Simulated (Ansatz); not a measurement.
The starting structures come from a database of crystals and need not be the phases stable at ambient conditions.

Tunnelling through a barrier is set by its complex band structure: the current falls as exp(−2κd) with the smallest κ.

```xyz
12
Lattice="7.0285 0.0712 -0.0110 -1.7685 6.9830 0.3209 -3.4658 1.3463 6.0984" Properties=species:S:1:pos:R:3 pbc="T T T"
Re    -3.2302     4.4110     4.4440
Re     5.0243     3.9895     1.9643
Re    -0.2337     4.3510     4.2848
Re     2.0278     4.0495     2.1235
Te    -1.7928     2.2153     4.0139
Te     3.5868     6.1852     2.3944
Te     1.8485     2.5861     4.2769
Te    -0.0544     5.8144     2.1314
Te    -1.6367     6.2499     5.5571
Te     3.4308     2.1506     0.8512
Te     1.7029     6.0312     5.3622
Te     0.0912     2.3693     1.0461
```

Space group of this cell: P-1. The cell was relaxed by PBE-D3(BJ); by PBEsol its mean pressure is -1.0 GPa.

Transport runs along the normal of the first two printed cell vectors.

The gap is the functional's own, uncorrected, and κ follows it; spin-orbit coupling is left out. Mid-gap values are interpolated between the computed energies.

### Question
Give the band gap and the smallest decay constant κ at mid-gap that PBEsol in Ansatz (an electronic-structure program) yields.

### Answer
Gap 0.18 eV on a 6×6×6 mesh; κ = 0.109 1/Å, at (-0.167, 0.250) of the in-plane reciprocal vectors. At the zone centre, at the nearest computed energy, the slowest state has κ = 0.15 1/Å.
